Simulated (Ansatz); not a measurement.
Candidates (primitive cells; geometry: relaxed with this functional, without spin-orbit coupling):
A. Cu (Fm-3m), a = b = c = 2.5205 Å, α = β = γ = 60.00°
B. BeAu (P2_13), a = 4.659 Å, b = 4.659 Å, c = 4.659 Å, α = 90.00°, β = 90.00°, γ = 90.00°
C. PdBi (P6_3/mmc), a = b = 4.2576 Å, c = 5.6250 Å, α = β = 90.00°, γ = 120.00°
D. LiZn (Fd-3m), a = b = c = 4.2808 Å, α = β = γ = 60.00°
E. Ca₃GeN (Pm-3m), a = b = c = 4.756 Å, α = β = γ = 90.00°

**Question.** Order them by resistivity at 300 K (highest first) at the level PBEsol, DFPT electron-phonon coupling, linearised Boltzmann equation in Ansatz (a program for electronic structure).

**Answer.** E (68 μΩ·cm), B (23 μΩ·cm), C (11.7 μΩ·cm), D (7.2 μΩ·cm), A (1.66 μΩ·cm)

Metals; harmonic phonons alone scatter; means over directions. Halving the electron mesh moves these values by up to 7 %; q meshes are mostly untested. Some of the runs warned that the eigensolver left states short of its tolerance. Spin-orbit coupling is left out.

Formula and space group known from diffraction (Crystallography Open Database), not checked to be the room-temperature form: BeAu (P2_13), Ca3GeN (Pm-3m), PdBi (P6_3/mmc). The missing spin-orbit coupling matters most for BeAu (P2_13), PdBi (P6_3/mmc).
